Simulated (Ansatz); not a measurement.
## SnCl (P6₃mc, No. 186, 4 atoms in the cell; start mp-978928)

Calculation: r²SCAN+rVV10 (Ansatz, a quantum-chemistry and plane-wave program, plane waves, PAW).

Numerical settings: plane-wave cutoff 560 eV, 18×18×6 k mesh (along the axes of the cell as run), Fermi–Dirac smearing 0.05 eV, scalar-relativistic PAW data made under PBE.

Cell (relaxed at this level):

```cif
data_Cl2Sn2
_chemical_formula_sum 'Sn2 Cl2'
_space_group_name_H-M_alt 'P 1'
_space_group_IT_number 1
_cell_length_a 3.40887
_cell_length_b 3.40887
_cell_length_c 10.22715
_cell_angle_alpha 90.000
_cell_angle_beta 90.000
_cell_angle_gamma 120.000
loop_
_space_group_symop_operation_xyz
  'x, y, z'
loop_
_atom_site_label
_atom_site_type_symbol
_atom_site_fract_x
_atom_site_fract_y
_atom_site_fract_z
_atom_site_occupancy
Sn1 Sn 0.33333 0.66667 0.30823 1
Sn2 Sn 0.66667 0.33333 0.80823 1
Cl1 Cl 0.33333 0.66667 0.06677 1
Cl2 Cl 0.66667 0.33333 0.56677 1
```

- band gap: zero (no gap)

Note: the relaxation could not lower the start's symmetry, so the cell can be a saddle point above a distorted one.

Spin–orbit coupling is not included; it can open a gap where bands touch, and shift volumes and moduli.

The computed numbers hold no vibrational or temperature effects.

A start named mp-… is a Materials Project structure, which need not be a measured phase.
